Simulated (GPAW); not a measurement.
```yaml
crystal:
  lattice:
    - [6.33205, 0.00000, 0.00000]
    - [0.00000, 6.33205, 0.00000]
    - [0.00000, 0.00000, 6.33205]
  atoms:
    - { symbol: Ca, position: [0.00000, 0.50000, 0.50000] }
    - { symbol: Ca, position: [0.50000, 0.00000, 0.50000] }
    - { symbol: Ca, position: [0.50000, 0.50000, 0.00000] }
    - { symbol: Zn, position: [0.00000, 0.00000, 0.00000] }
    - { symbol: Se, position: [0.76991, 0.76991, 0.23009] }
    - { symbol: Se, position: [0.76991, 0.23009, 0.76991] }
    - { symbol: Se, position: [0.23009, 0.23009, 0.23009] }
    - { symbol: Se, position: [0.23009, 0.76991, 0.76991] }
```

Method: PBEsol, GPAW PAW datasets PBEsol (made by gpaw-setup) (plane waves; GPAW).

The set-up and first iterations of a GPAW log for Ca₃ZnSe₄ (P-43m, 8 atoms in the cell):

```
Input parameters:
  convergence: {bands: -2}
  kpts: [3 3 3]
  maxiter: 150
  mode: {ecut: 800.0,
         name: pw}
  nbands: -4
  occupations: {name: fixed-uniform}
  symmetry: {symmorphic: False,
             tolerance: 0.0005}
  xc: PBEsol

species:
  Ca:
    name: Calcium
    Z: 20.0
    valence: 10
    core: 10
    charge: 0.0
    file: Ca.PBEsol.gz

    # Using partial waves for Ca as LCAO basis

  Zn:
    name: Zinc
    Z: 30.0
    valence: 12
    core: 18
    charge: 0.0
    file: Zn.PBEsol.gz

    # Using partial waves for Zn as LCAO basis

  Se:
    name: Selenium
    Z: 34.0
    valence: 6
    core: 28
    charge: 0.0
    file: Se.PBEsol.gz

    # Using partial waves for Se as LCAO basis

Reference energy: -368518.729768  # eV

Spin-paired calculation

Convergence criteria:
 Maximum [total energy] change in last 3 cyles: 0.0005 eV / valence electron
 Maximum integral of absolute [dens]ity change: 0.0001 electrons / valence electron
   [... lines left out ...]
  External potential:
    NoExternalPotential

XC parameters: PBEsol with 2 nearest neighbor stencil

Number of atoms: 8
Number of atomic orbitals: 40
Number of bands in calculation: 37
Number of valence electrons: 66
Bands to converge: 35

Density initialized from atomic densities
  37 bands from LCAO basis set

Atomic positions and initial magnetic moments

Positions:
   0 Ca     0.000000    3.166026    3.166026    ( 0.0000,  0.0000,  0.0000)
   1 Ca     3.166026    0.000000    3.166026    ( 0.0000,  0.0000,  0.0000)
   2 Ca     3.166026    3.166026    0.000000    ( 0.0000,  0.0000,  0.0000)
   3 Zn     0.000000    0.000000    0.000000    ( 0.0000,  0.0000,  0.0000)
   4 Se     4.875110    4.875110    1.456942    ( 0.0000,  0.0000,  0.0000)
   5 Se     4.875110    1.456942    4.875110    ( 0.0000,  0.0000,  0.0000)
   6 Se     1.456942    1.456942    1.456942    ( 0.0000,  0.0000,  0.0000)
   7 Se     1.456942    4.875110    4.875110    ( 0.0000,  0.0000,  0.0000)

Unit cell:
           periodic     x           y           z      points  spacing
  1. axis:    yes    6.332052    0.000000    0.000000    42     0.1508
  2. axis:    yes    0.000000    6.332052    0.000000    42     0.1508
  3. axis:    yes    0.000000    0.000000    6.332052    42     0.1508

  Lengths:   6.332052   6.332052   6.332052
  Angles:   90.000000  90.000000  90.000000

Effective grid spacing dv^(1/3) = 0.1508
     iter     time        total  log10-change:
                         energy   eigst   dens
iter:   1 --:--:--   -34.948930   +0.49
iter:   2 --:--:--   -35.385868   +0.03  -1.05
iter:   3 --:--:--   -34.978519   -0.39  -1.12
iter:   4 --:--:--   -35.145508   -0.48  -1.27
iter:   5 --:--:--   -35.083349   -1.00  -1.57
iter:   6 --:--:--   -34.937463   -1.22  -1.65
iter:   7 --:--:--   -34.927418   -1.59  -2.30
iter:   8 --:--:--   -34.928434c  -1.78  -2.23
iter:   9 --:--:--   -34.933028c  -1.87  -2.21
iter:  10 --:--:--   -34.926607c  -1.95  -2.15
iter:  11 --:--:--   -34.922050c  -2.35  -2.77
iter:  12 --:--:--   -34.919665c  -2.33  -2.90
```

Question: Will this run converge, and how will it end?

Answer: The run converged in 51 iterations. Convergence of the loop says nothing yet on basis, mesh or lower states. It ends on: free energy E − TS (from the program's reference atoms) -34.9184 eV; top of the valence band (on the code's own zero) 1.68 eV; gap on the k-point mesh 1.99 eV; pressure -0.74 GPa; largest force (vector length) 0.154 eV/Å. The log goes on:

```
   [... 6 lines left out ...]
iter:  19 --:--:--   -34.918458c  -3.43  -3.75
iter:  20 --:--:--   -34.918450c  -3.62  -3.69
iter:  21 --:--:--   -34.918436c  -3.76  -3.76
iter:  22 --:--:--   -34.918429c  -3.93  -3.86
iter:  23 --:--:--   -34.918431c  -4.07  -4.26c
iter:  24 --:--:--   -34.918418c  -4.16  -4.27c
iter:  25 --:--:--   -34.918412c  -4.33  -4.35c
iter:  26 --:--:--   -34.918412c  -4.50  -4.44c
iter:  27 --:--:--   -34.918417c  -4.56  -4.51c
   [... 19 lines left out ...]
iter:  47 --:--:--   -34.918412c  -7.08  -6.98c
iter:  48 --:--:--   -34.918412c  -7.20  -7.09c
iter:  49 --:--:--   -34.918412c  -7.27  -7.13c
iter:  50 --:--:--   -34.918412c  -7.29  -7.25c
iter:  51 --:--:--   -34.918412c  -7.41c -7.34c
Converged after 51 iterations.

Dipole moment: (0.000000, 0.000000, 0.000000) |e|*Ang

Energy contributions relative to reference atoms: (reference = -368518.729768)

Kinetic:        +44.607290
Potential:      -36.801006
External:        +0.000000
XC:             -40.873029
Entropy (-ST):   +0.000000
Local:           -1.851667
SIC:             +0.000000
--------------------------
Free energy:    -34.918412
Extrapolated:   -34.918412

Showing only first 2 kpts
 Kpt  Band  Eigenvalues  Occupancy
  0    31      1.62906    2.00000
  0    32      1.62906    2.00000
  0    33      3.67377    0.00000
  0    34      5.08305    0.00000

  1    31      1.68068    2.00000
  1    32      1.68068    2.00000
  1    33      4.75207    0.00000
  1    34      5.36506    0.00000

Fermi level: 2.67772

Gap: 1.992 eV
Transition (v -> c):
  (s=0, k=2, n=32, [0.33, 0.33, 0.00]) -> (s=0, k=0, n=33, [0.00, 0.00, 0.00])
Direct/indirect transitions are different
Direct gap: 2.045 eV
   [... lines left out ...]
  1 Ca    0.00000   -0.00000    0.00000
  2 Ca    0.00000   -0.00000    0.00000
  3 Zn    0.00000    0.00000    0.00000
  4 Se    0.08918    0.08918   -0.08918
  5 Se    0.08918   -0.08918    0.08918
  6 Se   -0.08918   -0.08918   -0.08918
  7 Se   -0.08918    0.08918    0.08918

Stress tensor:
     0.004634    -0.000000    -0.000000
    -0.000000     0.004634    -0.000000
    -0.000000    -0.000000     0.004634
Stress (GPa, Voigt): [ 0.7425  0.7425  0.7425 -0.     -0.     -0.    ]
```

For comparison: a first run (DFT LDA (Perdew-Wang 92), plane waves, GPAW PAW datasets LDA (gpaw-data 1.0.1)) was changed to give this one (xc: LDA → PBEsol; potentials: GPAW PAW datasets PBEsol (made by gpaw-setup)), and from it to this one the pressure goes from -2.24 to -0.74 GPa, the largest force goes from 0.183 to 0.154 eV/Å and the gap on the mesh goes from 1.882 to 1.992 eV.

The starting cell comes from a database of computed structures (which also holds hypothetical and non-ambient phases and stackings), without a prior relaxation at this level. Its lattice was rescaled by a random factor within 2.5 % of one.

The run was DFT PBEsol, plane waves, GPAW PAW datasets PBEsol (made by gpaw-setup). Main settings of its input:

| setting | value |
|---|---|
| mode | pw |
| ecut | 800 eV |
| xc | PBEsol |
| kpts | 3 3 3 |
| mesh shift (steps) | 0 0 0 |
| occupations.name | fixed-uniform |
| nbands | -4 |
| convergence.bands | -2 |
| symmetry.symmorphic | false |
| symmetry.tolerance | 0.0005 |
| maxiter | 150 |
